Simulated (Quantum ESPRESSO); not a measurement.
Checking a run of Quantum ESPRESSO on Rb₂NaRhF₆ (Fm-3m, 10 atoms in the cell). The aim is a self-consistent single point with DFT, LDA (PZ), plane waves, GBRV 1.5 ultrasoft (LDA) pseudopotentials.

Cell that was meant: a = 5.9015 Å, b = 5.9015 Å, c = 5.9015 Å, α = 60.00°, β = 60.00°, γ = 60.00°.

Part of the input:

```fortran
 nat = 10
 ntyp = 4
 ecutwfc = 40
 ecutrho = 80
 occupations = 'smearing'
 smearing = 'fermi-dirac'
 degauss = 0.0036749
```

The program printed (abridged):

```
     Message from routine set_cutoff:
     ecutrho < 4*ecutwfc, are you sure?
     G-vector sticks info
     --------------------
   [... lines left out ...]
        k(    3) = (   0.1666667  -0.1666667   0.5000000), wk =   0.4444444
        k(    4) = (  -0.1666667  -1.1666667   0.1666667), wk =   0.4444444
        k(    5) = (  -0.5000000  -0.8333333  -0.1666667), wk =   0.4444444
        k(    6) = (   0.5000000  -0.5000000  -0.5000000), wk =   0.0740741

     Dense  grid:    11935 G-vectors     FFT dimensions: (  32,  32,  32)

     Initial potential from superposition of free atoms

     starting charge      82.4857, renormalised to      84.0000

     negative rho (up, down):  1.673E-01 0.000E+00
     Self-consistent Calculation

     iteration #  1     ecut=    40.00 Ry     beta= 0.70

     negative rho (up, down):  1.640E-01 0.000E+00

     total energy              =    -664.59916201 Ry
     estimated scf accuracy    <       1.12341162 Ry

     iteration #  2     ecut=    40.00 Ry     beta= 0.70

     negative rho (up, down):  1.652E-01 0.000E+00

     total energy              =    -664.43297596 Ry
     estimated scf accuracy    <       3.65282725 Ry

     iteration #  3     ecut=    40.00 Ry     beta= 0.70

     negative rho (up, down):  1.665E-01 0.000E+00

     total energy              =    -665.15874575 Ry
     estimated scf accuracy    <       0.06528871 Ry

   [... 5 blocks of this kind left out ...]

     iteration #  9     ecut=    40.00 Ry     beta= 0.70

     negative rho (up, down):  1.665E-01 0.000E+00

     total energy              =    -665.16759445 Ry
     estimated scf accuracy    <          4.6E-10 Ry

     iteration # 10     ecut=    40.00 Ry     beta= 0.70

     negative rho (up, down):  1.665E-01 0.000E+00
     End of self-consistent calculation

     the Fermi energy is     6.9539 ev

!    total energy              =    -665.16759443 Ry
     estimated scf accuracy    <          2.5E-11 Ry
     smearing contrib. (-TS)   =      -0.00000000 Ry
     internal energy E=F+TS    =    -665.16759443 Ry

     convergence has been achieved in  10 iterations

     negative rho (up, down):  1.665E-01 0.000E+00

     Forces acting on atoms (cartesian axes, Ry/au):

     atom    1 type  1   force =     0.00000000    0.00000000   -0.00000000
     atom    2 type  2   force =    -0.00000000   -0.00000000   -0.00000000
     atom    3 type  3   force =     0.00000000    0.00000000    0.00000000
     atom    4 type  3   force =     0.00000000    0.00000000    0.00000000
   [... lines left out ...]
     Total force =     0.024527     Total SCF correction =     0.000017
   [... lines left out ...]

     negative rho (up, down):  1.665E-01 0.000E+00
          total   stress  (Ry/bohr**3)                   (kbar)     P=       -6.28
  -0.00004266   0.00000000   0.00000000           -6.28        0.00        0.00
   0.00000000  -0.00004266  -0.00000000            0.00       -6.28       -0.00
   0.00000000  -0.00000000  -0.00004266            0.00       -0.00       -6.28

   JOB DONE.
```

### Question
Is this run sound? If not, what is wrong?

### Answer
The run is not sound. The fault is a density cutoff or grid that is too coarse. The density and potential grid has to resolve products of orbitals and any augmentation charge. To fix it, restore the density cutoff. The run converged in 10 iterations without an error; against the sound input the free energy falls by 11.6 meV/atom, the pressure goes from -1.13 to -0.63 GPa, the largest force hardly changes (0.260 to 0.257 eV/Å) and the gap on the mesh hardly changes (2.111 to 2.117 eV).

The sound input it was made from differs as follows (other fixes are possible):
```diff
- ecutrho = 80
+ ecutrho = 320
```

With that input, the run converged in 10 iterations: free energy E − TS -9049.9503 eV; top of the valence band (on the code's own zero) 5.86 eV; gap on the k-point mesh 2.11 eV; pressure -1.13 GPa; largest force (vector length) 0.260 eV/Å (DFT, LDA (PZ), plane waves, GBRV 1.5 ultrasoft (LDA) pseudopotentials).

On the sound input: the starting cell comes from a database of published, mostly measured structures (it also holds non-ambient and calculated ones), without a prior relaxation at this level. Its lattice was rescaled by a random factor within 2.5 % of one. The shifted mesh does not hold Γ, so a gap read on it misses any band edge there.
